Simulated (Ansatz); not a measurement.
Here is the system:

End structure of a constructed model of the (111) surface of fcc Ag, a pseudomorphic layer of Os in the host's stacking (bottom of the slab: a bare face, its two planes held):

```yaml
crystal:
  lattice:
    - [2.93338, 0.00000, 0.00000]
    - [-1.46669, 2.54038, 0.00000]
    - [0.00000, 0.00000, 30.50000]
  atoms:
    - { symbol: Ag, position: [0.33333, 0.66667, 0.26289] }
    - { symbol: Ag, position: [0.66667, 0.33333, 0.34142] }
    - { symbol: Ag, position: [0.00000, 0.00000, 0.41984] }
    - { symbol: Ag, position: [0.33333, 0.66667, 0.49864] }
    - { symbol: Ag, position: [0.66667, 0.33333, 0.57742] }
    - { symbol: Ag, position: [0.00000, 0.00000, 0.65594] }
    - { symbol: Os, position: [0.33333, 0.66667, 0.73051] }
```

Set-up: 7 atoms, 14.5 Å thick at the start with caps and adatoms; mesh 15x15x1; 0.1 eV smearing; dipole correction on; single point; on the structure that PBE left under its start's symmetry; no spin, no spin-orbit, no U. In PBE it is, or lies within 0.01 eV a 1x1 cell of, the lowest of the 2 structures of its composition computed so far; subsurface sites and larger cells were not tried.

### Question
What is the computed work function of the top face (r2SCAN, at the PBE geometry (Ansatz, a quantum-chemistry and plane-wave program))?

### Answer
5.90 eV
